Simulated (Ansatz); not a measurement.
Take PbS (space group P6_3/mmc, No. 194; a = 4.9511 Å, c = 5.9162 Å; a hypothetical phase, not in the database extracts checked) as the base.

It is then changed as follows: every S is replaced by O, then cell and atoms are relaxed.

Levels (all Ansatz, a first-principles code, PAW, earlier PAW set): PBEsol (420 eV, no spin-orbit coupling); r2SCAN (500 eV, spin-orbit coupling left out); HSE06 (420 eV, no spin-orbit coupling); PBEsol+SOC (420 eV, with spin-orbit coupling).

At the geometry relaxed with PBEsol, these levels gave the following band gaps, in shuffled order: (a) 1.93 eV, (b) 0.65 eV, (c) 1.48 eV, (d) 1.20 eV.

Q: Match each gap to its level.

A: (a) HSE06; (b) PBEsol+SOC; (c) r2SCAN; (d) PBEsol.

Single points use the geometry relaxed with PBEsol. The hybrid gap comes from the SCF mesh plus the semilocal run's edge points and a few special points and is an upper bound. Differences between runs with and without spin-orbit coupling are approximate. Spin-orbit coupling, missing from the scalar runs, can matter with Pb. Whether these cells are dynamically stable was not tested. As relaxed here, PbO is a hypothetical phase, not in the database extracts checked. The base started in P6_3mc and relaxed to P6_3/mmc at this level.
